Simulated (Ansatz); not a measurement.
The parent structure is CdTe in the zinc blende structure (space group F-43m, No. 216; a = 6.5581 Å). Axes: x, y, z lie along the cube axes.

All numbers come from plane-wave PAW DFT at the r2SCAN level (Ansatz, a first-principles code, 500 eV), no spin-orbit coupling, earlier PAW set.

Strains are applied to the cell and any free atomic positions relax; under biaxial strain the out-of-plane vector relaxes too; under stress the whole cell relaxes.

One change was made to it. Results:

The volume per atom shrinks by 1.363 Å³ to 33.89 Å³; the energy increases by 24 meV/atom.

Q: What was done to the base?
A. biaxial strain −1.31 %, plane normal [001], relaxed out of plane
B. uniaxial stress, 1 GPa compression along z
C. biaxial strain −4.94 %, plane normal [001], relaxed out of plane

A: C, biaxial strain −4.94 %, plane normal [001], relaxed out of plane. For comparison, the energy relative to the base in the other runs: biaxial strain −1.31 %, plane normal [001], relaxed out of plane gives +1.6 meV/atom; uniaxial stress, 1 GPa compression along z gives +5.7 meV/atom.

Stability under load was not tested beyond the relaxation.
